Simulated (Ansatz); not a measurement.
Consider Ga2O3 in the corundum structure (space group R-3c, No. 167; a = 4.9846 Å, c = 13.4416 Å (hexagonal axes)). Axes: x lies along a and z along c of the hexagonal cell.

All numbers come from r2SCAN (Ansatz, a first-principles code; PAW; 500 eV plane waves; scalar-relativistic without spin-orbit coupling).

Strains are applied to the cell and any free atomic positions relax; under stress the whole cell relaxes.

One change was made to it. Results:

```json
[
 {"quantity": "band gap", "base": "3.55 eV", "after": "3.53 eV"},
 {"quantity": "smallest direct gap", "base": "3.81 eV", "after": "3.77 eV"}
]
```

Problem. What was done to the base?
A) isotropic strain −1.21 %
B) uniaxial stress, 2 GPa compression along z
C) tensor shear ε_yz = +2.61 %
D) isotropic strain −0.42 %
E) strain tensor (xx, yy, zz, yz, xz, xy) = (−0.99, +0.22, −2.63, −0.15, +0.14, +0.08) %

Solution. C, tensor shear ε_yz = +2.61 %. For comparison, the band gap in the other runs: isotropic strain −1.21 % gives 3.97 eV; isotropic strain −0.42 % gives 3.70 eV; strain tensor (xx, yy, zz, yz, xz, xy) = (−0.99, +0.22, −2.63, −0.15, +0.14, +0.08) % gives 3.90 eV; uniaxial stress, 2 GPa compression along z gives 3.58 eV.

Stability under load was not tested beyond the relaxation.
